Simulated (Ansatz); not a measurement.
For BaHfS3 (Pnma, No. 62, 20 atoms in the cell; start mp-1105549), PBEsol (Ansatz, a program for electronic structure, PAW) gives:

cohesive energy: 5.77 eV/atom
band gap: 1.10 eV

Q: What does r²SCAN in Ansatz (plane waves, PAW) give for the same quantities?

A: 
- cohesive energy: 5.59 eV/atom (drops by 0.18 eV/atom)
- band gap: 1.57 eV (rises by 0.47 eV)

Changes are worked out from the printed values.

Unless a cell is named, each level is at its own relaxed cell (PBEsol 23.86, r²SCAN 24.66 Å³/atom).

Levels without +SOC leave out spin–orbit coupling, which shifts energies and cells of such heavy elements.

Levels without +SOC have no spin–orbit coupling; where heavier elements are present it shifts gaps, mostly down, and can invert bands. Density-functional gaps are differences of (generalised) Kohn–Sham levels.

Caveats: the relaxation could not lower the start's symmetry, so the cell can be a saddle point above a distorted one (PBEsol, r²SCAN). Ansatz's density-functional and Hartree–Fock values are scalar-relativistic unless marked +SOC, with PAW data made under PBE.

A start named mp-… is a Materials Project structure, which need not be a measured phase.
